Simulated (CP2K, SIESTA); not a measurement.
A CP2K input for a self-consistent single point of Ba (Im-3m, 1 atom in the cell) (DFT PBEsol, GPW, DZVP-MOLOPT-SR-GTH basis, GTH-PBE potentials (GTH_POTENTIALS)):

```
&GLOBAL
  PROJECT calc
  RUN_TYPE ENERGY_FORCE
  PRINT_LEVEL LOW
&END GLOBAL
&FORCE_EVAL
  METHOD Quickstep
  STRESS_TENSOR ANALYTICAL
  &DFT
    BASIS_SET_FILE_NAME BASIS_MOLOPT
    POTENTIAL_FILE_NAME GTH_POTENTIALS
    &QS
      METHOD GPW
      EPS_DEFAULT 1E-10
    &END QS
    &MGRID
      CUTOFF 500
      REL_CUTOFF 40
      NGRIDS 5
    &END MGRID
    &SCF
      SCF_GUESS ATOMIC
      EPS_SCF 1E-6
      MAX_SCF 100
      ADDED_MOS 4
      &DIAGONALIZATION
        ALGORITHM STANDARD
      &END DIAGONALIZATION
      &MIXING
        METHOD BROYDEN_MIXING
        ALPHA 0.2
        NBUFFER 8
        BETA 1.5
      &END MIXING
      &SMEAR ON
        METHOD FERMI_DIRAC
        ELECTRONIC_TEMPERATURE [K] 1160.45
      &END SMEAR
    &END SCF
    &KPOINTS
      SCHEME MONKHORST-PACK 9 9 9
    &END KPOINTS
    &XC
      &XC_FUNCTIONAL
        &PBE
          PARAMETRIZATION PBESOL
        &END PBE
      &END XC_FUNCTIONAL
    &END XC
    &PRINT
      &MO
        EIGENVALUES T
        OCCUPATION_NUMBERS T
        NDIGITS 8
        FILENAME mo
        &EACH
          QS_SCF 0
        &END EACH
        ADD_LAST NUMERIC
      &END MO
      &MULLIKEN OFF
      &END MULLIKEN
    &END PRINT
  &END DFT
  &SUBSYS
    &CELL
      A 4.38961800 0.00000000 0.00000000
      B -1.46320600 4.13857100 0.00000000
      C -1.46320600 -2.06928600 3.58410800
      PERIODIC XYZ
    &END CELL
    &COORD
      SCALED
      Ba       0.00000000     0.00000000     0.00000000
    &END COORD
    &KIND Ba
      BASIS_SET DZVP-MOLOPT-SR-GTH-q10
      POTENTIAL GTH-PBE-q10
    &END KIND
  &END SUBSYS
  &PRINT
    &FORCES ON
    &END FORCES
    &STRESS_TENSOR ON
    &END STRESS_TENSOR
  &END PRINT
&END FORCE_EVAL
```

Task: Give the SIESTA input for the same structure, mesh, smearing and functional.

Result: One input that does it (others would too):

```
# files in the folder: Ba.psml (PseudoDojo PBEsol standard)
SystemName  Ba
SystemLabel siesta

NumberOfAtoms                1
NumberOfSpecies              1
%block ChemicalSpeciesLabel
  1 56 Ba
%endblock ChemicalSpeciesLabel
LatticeConstant              1.0 Ang
%block LatticeVectors
    -2.534347000    2.534347000    2.534347000
     2.534347000   -2.534347000    2.534347000
     2.534347000    2.534347000   -2.534347000
%endblock LatticeVectors
AtomicCoordinatesFormat      Bohr
%block AtomicCoordinatesAndAtomicSpecies
     0.000000000    0.000000000    0.000000000  1
%endblock AtomicCoordinatesAndAtomicSpecies

XC.functional                GGA
XC.authors                   PBEsol
PAO.BasisSize                DZP
PAO.EnergyShift              0.01 Ry
MeshCutoff                   300 Ry
%block kgrid.MonkhorstPack
    9   0   0  0.0
    0   9   0  0.0
    0   0   9  0.0
%endblock kgrid.MonkhorstPack
OccupationFunction           FD
ElectronicTemperature        1160.45 K

MaxSCFIterations             150
SCF.Mixer.Method             Pulay
SCF.Mixer.Weight             0.25
SCF.Mixer.History            6
SCF.DM.Tolerance             1.0E-04
Diag.ParallelOverK           true
WriteForces                  true
```

Basis, cutoffs, solver keys and any potentials are the target program's own. This input uses DFT, GGA PBEsol, numerical atomic orbitals DZP, PseudoDojo PBEsol standard norm-conserving potentials (rewritten from UPF to PSML). Both were run: pressure 0.41 GPa in CP2K and 4.16 in SIESTA.

On CP2K: the starting cell has typed, rounded lattice constants, without a prior relaxation at this level. Its lattice was rescaled by a random factor within 2.5 % of one. Values carry the incompleteness of an atom-centred basis. The potentials were made for another functional than the one used.

On SIESTA: the starting cell has typed, rounded lattice constants, without a prior relaxation at this level. Its lattice was rescaled by a random factor within 2.5 % of one. Values carry the incompleteness of an atom-centred basis. With a pressure of about 4 GPa the cell is away from its equilibrium volume at this level.
